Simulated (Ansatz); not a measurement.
A15 Nb3Sn (cubic form, which distorts at low temperature), treated with rVV10 (Ansatz, an electronic-structure program, PAW).

Numerical settings: plane-wave cutoff 520 eV, 10×10×10 k mesh, Fermi–Dirac smearing 0.05 eV, no spin polarisation, scalar-relativistic PAW data made under PBE.

Pressure at four volumes; x = ln(V/19.160 Å³). One pressure is withheld.

```tsv
V (Å³/atom)	x	P (GPa)
18.011	-0.0618	11.25
19.160	0.0000	0.00
19.927	0.0393	-5.76
20.310	0.0583	?
```

Pass a parabola P(x) through the three rows shown, estimate the bulk modulus and its pressure derivative near zero pressure, and predict the withheld pressure.

Slopes between the rows: (0.00 − (11.25))/(0.0000 − (-0.0618)) = -182.04 and (-5.76 − (0.00))/(0.0393 − (0.0000)) = -146.56 GPa. Their difference over the span 0.1011 is c = 35.48/0.1011 = 350.9 GPa, so P(x) = 11.25 + (-182.04)(x − (-0.0618)) + 350.9 (x − (-0.0618))(x − (0.0000)). At the middle row B = −dP/dx = −[-182.04 + 350.9 × 0.0618] = 160.4 GPa, and B′ = dB/dP = 2c/B = 4.4. At x = 0.0583 the parabola gives -8.16 GPa; the run gives -8.21 GPa. The Birch–Murnaghan fit to the energies at all volumes has B0 = 160 GPa and B′ = 4.2.

Measured, for comparison: bulk modulus 165 GPa (4 K, zero-point motion not removed; as tabulated in Lu and Klein (1997), arXiv:cond-mat/9704251). Computed (rounded) less measured: bulk modulus -3 %.

Note: symmetry holds this phase in the static calculation, where it need not be a minimum.

Spin–orbit coupling is not included.
